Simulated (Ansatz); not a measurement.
BaMn2As2 (space group I4/mmm, No. 139; ferromagnetic; a cell from a computed database, its experimental status unchecked)

```
BaMn2As2
1.0
   -1.91443     1.91443     6.61690
    1.91443    -1.91443     6.61690
    1.91443     1.91443    -6.61690
Ba Mn As
1 2 2
Direct
  0.00000   0.00000   0.00000
  0.75000   0.25000   0.50000
  0.25000   0.75000   0.50000
  0.64421   0.64421   0.00000
  0.35579   0.35579   0.00000
```

Level of theory: Ansatz (a program for electronic structure) PBEsol, no SOC. Settings: 16×16×16 k-points, 0.05 eV Fermi–Dirac smearing.

The volume per atom comes out as 19.40 Å³ and the density is 6.80 g/cm³. The band gap is zero and the magnetic state is ferromagnetic. The total energy comes out as -4645.821 eV/atom (σ→0; compares only within this code and set-up).

Other magnetic orders, which the real material may have, were not ruled out. Stability against distortions was not tested.
